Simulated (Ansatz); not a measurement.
# Ansatz run on BeS (P6_3/mmc, 4 atoms in the cell): self-consistent single point

Method: PBEsol, default PAW files made with PBE (plane waves; Ansatz, a first-principles code).

This input was run:

Ansatz 0.2 input:
```yaml
# BeS
crystal:
  lattice:
    - [3.36624900, 0.00000000, 0.00000000]
    - [-1.68312400, 2.91525600, 0.00000000]
    - [0.00000000, 0.00000000, 4.69172600]
  atoms:
    - { symbol: Be, position_ang: [0.00000000, 0.00000000, 0.00000000] }
    - { symbol: Be, position_ang: [0.00000000, 0.00000000, 2.34586300] }
    - { symbol: S, position_ang: [-0.00000135, 1.94350497, 1.17293150] }
    - { symbol: S, position_ang: [1.68312635, 0.97175103, 3.51879450] }
kpoints:
  mp_grid: { grid: [9, 9, 6] }
hamiltonian:
  xc: pbesol
  pseudopotentials: { kind: paw }
scf:
  occupations: { method: methfessel_paxton, width: 0.272 eV }
output:
  forces: true
  eigenvalues: true
  stress: true
```

Log, with long lists cut:

```
WARN the atoms were moved onto the symmetric positions of the space group found under crystal.symmetry.tolerance 1.0e-5 (fractional …
WARN basis.ecutwfc = 420 eV, the default
WARN ansatz: RAYON_NUM_THREADS=1 ignored (pool sized by the plan → 1); use --threads N
Pseudopotentials: kind: paw
Pseudopotential: Be, paw, valence charge 2
Pseudopotential: S, paw, valence charge 6
Crystal: 4 atoms, lattice volume = 46.042 Å³
Basis set: ecut = 420 eV, 915 PW (Γ), exchange–correlation on 48×48×64 points (8 copies of the dense FFT grid, shifted against one another)
Bands: 12, of which v1, the nominal top of the filled ones, is band 8 counted from 1 (7 counted from 0)
Symmetry: 24 space group operations
Space group: P63/mmc (ITA 194), of the structure as read, at distance tolerance 3.6e-5 Å
k-points: 48 of 486
PAW frozen core: Be, regenerated for the run's functional, and the local potential with it
PAW frozen core: S, regenerated for the run's functional, and the local potential with it
Initial density: superposition of atomic densities (neutral atoms: chi_scale 0, normalization atom), corrected by the library's trained network
Initial wavefunctions: pseudopotential atomic-orbital guess
Eigensolver: davidson
Functional: x = pbesol(κ = 0.804, μ = 0.12345679012345678), c = pbesol(β = 0.046)
SCF iter   1: F=—  HF=-1952.716160 eV  |F-HF|=—  |Δ(HF+E_count)|=         —  Δρ=2.68e-3  dr2=3.63e-3  ethr=1.77e-3  ⟨swp⟩=5.2  Hψ=3600  notcnv=0
all-band conjugate gradients solve this SCF's bands
preconditioner: auto → none
SCF iter   2: F=—  HF=-1952.714854 eV  |F-HF|=—  |Δ(HF+E_count)|=   1.31e-3  S|Δr|=    0.00e0  Δρ=9.79e-4  dr2=2.53e-4  ethr=2.27e-5  ⟨swp⟩=2.5  Hψ=1337  notcnv=0
SCF iter   3: F=—  HF=-1952.715044 eV  |F-HF|=—  |Δ(HF+E_count)|=   1.89e-4  S|Δr|=    0.00e0  Δρ=3.17e-4  dr2=2.21e-5  ethr=1.58e-6  ⟨swp⟩=1.0  Hψ=576  notcnv=0
SCF iter   4: F=—  HF=-1952.715161 eV  |F-HF|=—  |Δ(HF+E_count)|=   1.17e-4  S|Δr|=    0.00e0  Δρ=2.60e-5  dr2=1.32e-7  ethr=1.38e-7  ⟨swp⟩=2.0  Hψ=955  notcnv=0
SCF iter   5: F=-1952.715161 eV  HF=-1952.715161 eV  |F-HF|=6.48e-9  |Δ(HF+E_count)|=   9.45e-8  S|Δr|=    0.00e0  Δρ=3.63e-6  dr2=8.94e-9  ethr=6.25e-10  ⟨swp⟩=4.8  Hψ=2628  notcnv=0
SCF 1 converged in 5 iterations: F = -1952.715161 eV  dr2 = 8.94e-9
SCF converged after 5 iterations
Stability not checked (fill_not_monotonic)
Free energy (F): -1952.715161 eV
Harris-Foulkes:  -1952.715161 eV  (|F-HF|=6.48e-9)
Internal energy: -1952.715583 eV  (E = F + TS)
E sigma→0 (E₀):  -1952.715266 eV
Entropy (-TS):   0.000422 eV (0.105 meV/atom)
Fermi energy:    10.484997 eV
Step filling:    the computed levels leave a gap of 0.5998 eV = 2.2 smearing widths
--- Per-component energies (eV) ---
  E_band       = 44.665530
  E_kinetic    = 259.893597
  E_local      = -139.981317  (includes V_loc(G=0)·N_el)
  E_nonlocal   = 65.244511
  E_hartree    = 46.092698
  E_xc         = -234.328522
  E_vxc        = -220.256392  (∫ρ·V_xc dr)
  E_paw        = -1282.561457  (= ΣΔE_a)
  E_vpaw       = -12.419351  (= ΣTr[D̂ρ^β])
  E_aug_tail   = 0.000001  (compensation charges beyond the density's cutoff)
  E_ewald      = -667.218054
  E_core_change = 0.142961  (= ΣΔE_core)
  E_smearing   = 0.000422  (= −TS)
  E_closure    = -0.000000  (closes the sum)
  Σ components = -1952.715161   (vs F -1952.715161, Δ=0.00e0)
--- Forces (eV/Å), atoms counted from 1 ---
  atom   1  Be     0.00000000     0.00000000     0.00000000
   [... zero for the other atoms too ...]
  max |Σ_I F_I| component: 1.11e-16 eV/Å
--- Stress (GPa, compression-positive) ---
       -1.830351       0.000000       0.000000
        0.000000      -1.830351       0.000000
        0.000000       0.000000      22.209231
  P = ⅓ Tr σ = 6.1828 GPa (61.828 kbar)
  The stress holds the Pulay correction. Without it, at fixed plane waves, as pw.x and ABINIT print it: P = 6.1710 GPa
--- Band table (eV; the first three rows and the last of 48) ---
  k-point 0: bands = ["-6.8560", "-3.4321", "1.8535", "7.3468", "7.3468", "7.3674", "7.3674", "10.2724", "11.0586", "13.2418", "14.3639", "14.3639"]
  k-point 1: bands = ["-6.7124", "-3.8628", "2.5168", "7.3935", "7.3935", "7.4134", "7.4134", "9.5552", "11.2066", "13.2269", "13.9674", "13.9674"]
  k-point 2: bands = ["-6.2885", "-4.7414", "4.0707", "7.4946", "7.4946", "7.5092", "7.5092", "7.9264", "11.6313", "12.8896", "13.3825", "13.3825"]
  k-point 47: bands = ["-3.5768", "-3.5768", "2.2012", "2.2012", "2.3730", "2.3730", "9.1002", "9.1002", "13.9121", "13.9121", "14.9673", "14.9673"]
```

The run converged in 5 iterations.

The starting cell was generated: these elements placed on a structure prototype, without a prior relaxation; it need not be a known phase or ordering of this composition. Its lattice was rescaled by a random factor within 2.5 % of one. With a pressure of about 6 GPa the cell is away from its equilibrium volume at this level. Ansatz's pressure includes its estimate of the finite-basis (Pulay) stress. A gap is left out here, as mesh or smearing make it unsure.
